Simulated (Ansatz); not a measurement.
A self-consistent single point of MoSi₂ (I4/mmm, 3 atoms in the cell) with Ansatz (an electronic-structure program).

Method: PBE with spin-orbit coupling (plane waves, PAW; Ansatz).

```xyz
3
Lattice="-1.5790 1.5790 3.8614 1.5790 -1.5790 3.8614 1.5790 1.5790 -3.8614" Properties=species:S:1:pos:R:3 pbc="T T T"
Si     0.0000     0.0000     5.1357
Si     0.0000     0.0000     2.5871
Mo     0.0000     0.0000     0.0000
```

Reference input (self-consistent single point, DFT, PBE, plane waves, default PAW files): basis.ecutwfc = 420 eV; kpoints.mp_grid.grid = 15 15 15; hamiltonian.xc = pbe; hamiltonian.pseudopotentials = {kind: paw} (the program's default PAW files); scf.occupations.method = fermi_dirac; scf.occupations.width = 0.05 eV. This run's input differs from it in these lines:

Ansatz 0.2 input:
```diff
@@ -16,2 +16,5 @@
   pseudopotentials: { kind: paw }
+magnetization:
+  noncollinear: true
+  spin_orbit: true
 scf:
```

Output, abridged:

```
SCF iter   1: F=—  HF=-6231.348574 eV  |F-HF|=—  |Δ(HF+E_count)|=         —  Δρ=9.20e-2  dr2=4.78e0  dr2_m=0.00e0 (ungated)  ethr=3.10e-3  |M|=0.00e0 ∫|m|=0.00e0 μB  |m|>n=0.0e0 m-floor=0.0e0 τ_xc=0.0e0  β_m=0.30  ⟨swp⟩=6.1  Hψ=22549  notcnv=0  defer=10
all-band conjugate gradients solve this SCF's bands
preconditioner: auto → Kerker (q_TF=auto, 2.485 Å⁻¹)
spin=Noncollinear: Kerker preconditioning applied to the charge; magnetization (m_x, m_y, m_z) channels mix plain (no charge-response kernel on spin).
   [... lines left out ...]
SCF iter   6: F=—  HF=-6230.209264 eV  |F-HF|=—  |Δ(HF+E_count)|=   1.75e-5  Δρ=6.73e-5  dr2=1.56e-6  dr2_m=0.00e0 (ungated)  ethr=1.84e-7  |M|=0.00e0 ∫|m|=0.00e0 μB  |m|>n=0.0e0 m-floor=0.0e0 τ_xc=0.0e0  β_m=0.97  ⟨swp⟩=2.5  Hψ=6996  notcnv=0  defer=720
SCF iter   7: F=-6230.209264 eV  HF=-6230.209264 eV  |F-HF|=6.26e-9  |Δ(HF+E_count)|=   3.77e-7  Δρ=7.50e-6  dr2=1.99e-8  dr2_m=0.00e0 (ungated)  ethr=4.55e-10  |M|=0.00e0 ∫|m|=0.00e0 μB  |m|>n=0.0e0 m-floor=0.0e0 τ_xc=0.0e0  ⟨swp⟩=10.0  Hψ=21095  notcnv=0
SCF 1 converged in 7 iterations: F = -6230.209264 eV  dr2 = 1.99e-8
Magnetization: |M| = 0.0000 μB,  M = (+0.0000, +0.0000, +0.0000) μB
Absolute magnetization: 0.0000 μB (∫|m|)
  site 0: m = (+0.0000, +0.0000, +0.0000) μB, |m| = 0.0000 μB  (R = 1.05 Å)
  site 1: m = (+0.0000, +0.0000, +0.0000) μB, |m| = 0.0000 μB  (R = 1.05 Å)
  site 2: m = (+0.0000, +0.0000, +0.0000) μB, |m| = 0.0000 μB  (R = 1.06 Å)
Free energy (F): -6230.209264 eV
Internal energy: -6230.207252 eV  (E = F + TS)
E sigma→0 (E₀):  -6230.208258 eV
Entropy (-TS):   -0.002012 eV (-0.671 meV/atom)
Fermi energy:    16.808514 eV
--- Forces (eV/Å), atoms counted from 1 ---
  atom   1  Si    -0.00000000     0.00000000     0.12350505
  atom   2  Si     0.00000000     0.00000000    -0.12350505
  atom   3  Mo     0.00000000    -0.00000000     0.00000000
--- Stress (GPa, compression-positive) ---
       12.519831      -0.000000       0.000000
       -0.000000      12.519831       0.000000
        0.000000       0.000000      14.616700
  P = ⅓ Tr σ = 13.2188 GPa (132.188 kbar)
  The stress holds the Pulay correction. Without it, at fixed plane waves, as pw.x and ABINIT print it: P = 13.1769 GPa
```

The run converged in 7 iterations. Against the reference run the pressure stays at 13.22 GPa and the largest force moves little (0.122 to 0.124 eV/Å).

The starting cell has typed, rounded lattice constants, without a prior relaxation at this level. Its lattice was rescaled by a random factor within 2.5 % of one. With a pressure of about 13 GPa the cell is away from its equilibrium volume at this level. Ansatz's pressure includes its estimate of the finite-basis (Pulay) stress.

Cost on one core of a shared machine: roughly 50 s.
